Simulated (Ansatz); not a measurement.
MgO: response to strain

Start from MgO in the rock salt structure (space group Fm-3m, No. 225).

```yaml
crystal:
  lattice:
    - [0.00000, 2.10705, 2.10705]
    - [2.10705, 0.00000, 2.10705]
    - [2.10705, 2.10705, 0.00000]
  atoms:
    - { symbol: Mg, position: [0.00000, 0.00000, 0.00000] }
    - { symbol: O, position: [0.50000, 0.50000, 0.50000] }
```

Cartesian axes are those of the cell as printed.

Strains are applied to the cell and any free atomic positions relax; under biaxial strain the out-of-plane vector relaxes too.

Level of theory: PBEsol, PAW, 420 eV (Ansatz, a first-principles code; spin-orbit coupling left out).

Notes on the quantities. energy relative to the base: free energy F.

```tsv
biaxial strain, plane normal [111], relaxed out of plane (%)	energy relative to the base (meV/atom)
0	0.0
0.42	0.4
0.83	1.6
1.25	3.5
1.67	?
2.08	9.4
2.5	13.4
```

Question: Fit ΔE = Aε² + Bε³ (ε in %) to the rows shown and predict the withheld row.

Answer: Least squares on the printed values gives A = 2.34 and B = -0.080 meV/atom (largest residual 0.0 meV/atom); this predicts 6.2 meV/atom, and the run gives 6.1 meV/atom, in agreement.

No phonon test of stability was made.
